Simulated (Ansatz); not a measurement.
Results of HSE06 in Ansatz (PAW) for CaMnO₃ (Pnma, No. 62; cell taken from a computed entry).

Numerical settings: plane-wave cutoff 460 eV, 4×4×4 k mesh, Fermi–Dirac smearing 0.01 eV, spin-polarised start, scalar-relativistic PAW data made under PBE.

Cell (relaxed with PBEsol):

```xyz
20
Lattice="5.2714 0.0000 0.0000 0.0000 7.3953 0.0000 0.0000 0.0000 5.2136" Properties=species:S:1:pos:R:3 pbc="T T T"
Ca     2.8650     1.8488     2.6525
Ca     2.4064     5.5465     2.5611
Ca     5.0422     5.5465     0.0457
Ca     0.2293     1.8488     5.1679
Mn     2.6357     0.0000     0.0000
Mn     0.0000     0.0000     2.6068
Mn     0.0000     3.6977     2.6068
Mn     2.6357     3.6977     0.0000
O      5.1966     1.8488     2.2215
O      0.0749     5.5465     2.9921
O      2.7106     5.5465     4.8283
O      2.5609     1.8488     0.3853
O      4.1650     0.2833     4.1250
O      1.1065     7.1120     1.0886
O      3.7422     7.1120     1.5182
O      1.5292     0.2833     3.6954
O      1.5292     3.4143     3.6954
O      3.7422     3.9810     1.5182
O      1.1065     3.9810     1.0886
O      4.1650     3.4143     4.1250
```

Q: Give the computed band gap and smallest direct gap on the k points sampled.

A: 
* **band gap**: 1.95 eV (on the SCF k mesh)
* **smallest direct gap on the k points sampled**: 1.96 eV

Note: the magnetic order was assumed, not searched for or taken from measurement; cell and atoms aren't relaxed at this level (largest force component 0.12 eV/Å, pressure 1.1 GPa); this cell isn't known to be the ambient phase, and symmetry holds it in the calculation.

Ansatz is a program for electronic structure.
